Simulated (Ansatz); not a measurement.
An Ansatz (a program for electronic structure) input (Kohn–Sham DFT with the PBEsol functional, run in Ansatz with PAW and 420 eV plane waves, scalar-relativistic without spin-orbit coupling):

Ansatz 0.2 input:
```yaml
crystal:
  lattice:
    - [0, 3.5823225894, 3.5823225894]
    - [3.5823225894, 0, 3.5823225894]
    - [3.5823225894, 3.5823225894, 0]
  atoms:
    - { symbol: Bi, position: [0.75, 0.75, 0.75] }
    - { symbol: Bi, position: [0.5, 0.5, 0.5] }
basis: { ecutwfc: 420, ecutrho_ratio: 4, xc_grid: 2, fft_grid_basis: typed }
kpoints: { mp_grid: { grid: [11, 11, 11] } }
hamiltonian:
  xc: pbesol
  dispersion: none
  pseudopotentials: { kind: paw }
scf: { occupations: { method: fermi_dirac, width: 0.05 }, convergence: { dr2_threshold: 0.0000000002 } }
output: { forces: true, stress: true }
```

Which symmetry and how many k-points will the program report, and about how many plane waves at Γ?

Space group Fd-3m (ITA 227) with 48 operations, k-points 56 of 1331, and 1807 plane waves at Γ.

No phonon test of stability was made. The cell is Bi in the diamond structure (space group Fd-3m, No. 227; a hypothetical phase, not in the database extracts checked).
